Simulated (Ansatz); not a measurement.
As (model structure, from the bcc type, Im-3m, No. 229) was calculated with r²SCAN (Ansatz, an electronic-structure program, plane waves, PAW).

Input:

Ansatz 0.2 input:
```yaml
crystal:
  lattice:
    - [-1.6564872642, 1.6564872642, 1.6564872642]
    - [1.6564872642, -1.6564872642, 1.6564872642]
    - [1.6564872642, 1.6564872642, -1.6564872642]
  atoms:
    - { symbol: As, position: [0.0, 0.0, 0.0] }
basis:
  ecutwfc: 560
  ecutrho_ratio: 4
  xc_grid: 3
kpoints:
  mp_grid: { grid: [24, 24, 24] }
hamiltonian:
  xc: r2scan
  dispersion: none
  pseudopotentials: { kind: paw }
scf:
  occupations: { method: fermi_dirac, width: 0.05 }
  convergence: { dr2_threshold: 0.0000000001 }
output:
  forces: false
  stress: true
  eigenvalues: true
```

Output (set-up and result lines):

```
Crystal: 1 atoms, lattice volume = 18.181 Å³
Basis set: ecut = 560 eV, 555 PW (Γ), exchange–correlation on 72×72×72 points (27 copies of the dense FFT grid, shifted against one another)
Bands: 12, of which v1, the nominal top of the filled ones, is band 8 counted from 1 (7 counted from 0)
Symmetry: 48 space group operations
Space group: Im-3m (ITA 229), of the structure as read, at distance tolerance 2.6e-5 Å
k-points: 413 of 13824
Functional: x = r2scan, c = r2scan; τ floored in thin density (d = 2e-4 eV/Å³)
SCF iter   1: F=—  HF=-4863.942972 eV  |F-HF|=—  |Δ(HF+E_count)|=         —  Δρ=2.56e-3  dr2=6.63e-4  dr2_τ=6.93e-4
SCF iter   2: F=—  HF=-4863.958363 eV  |F-HF|=—  |Δ(HF+E_count)|=   1.54e-2  Δρ=1.80e-3  dr2=3.64e-4  dr2_τ=6.33e-6
  ...
SCF iter   6: F=—  HF=-4863.959307 eV  |F-HF|=—  |Δ(HF+E_count)|=   4.17e-8  Δρ=1.37e-6  dr2=1.60e-10  dr2_τ=6.82e-12
SCF iter   7: F=-4863.959307 eV  HF=-4863.959307 eV  |F-HF|=9.09e-13  |Δ(HF+E_count)|=   1.21e-9  Δρ=7.40e-8  dr2=5.85e-13  dr2_τ=1.74e-14
SCF 1 converged in 7 iterations: F = -4863.959307 eV  dr2 = 5.85e-13
SCF converged after 7 iterations
Free energy (F): -4863.959307 eV
Internal energy: -4863.955761 eV  (E = F + TS)
E sigma→0 (E₀):  -4863.957534 eV
Fermi energy:    13.142218 eV
--- Stress (GPa, compression-positive) ---
        3.015219      -0.000000       0.000000
        0.000000       3.015219       0.000000
        0.000000       0.000000       3.015219
  P = ⅓ Tr σ = 3.0152 GPa (30.152 kbar)
```

The PAW data were made under PBE.

Note: the cell keeps the symmetry of its start, so it can be a saddle point. Note: cell and atoms aren't relaxed at this level (pressure 3.0 GPa).

Cost on a shared machine: around 10 core-seconds (rough).

A model structure was made by putting elements into a prototype or built by hand; it is no filed structure, need not be a known phase, and can be a saddle point held by its symmetry.
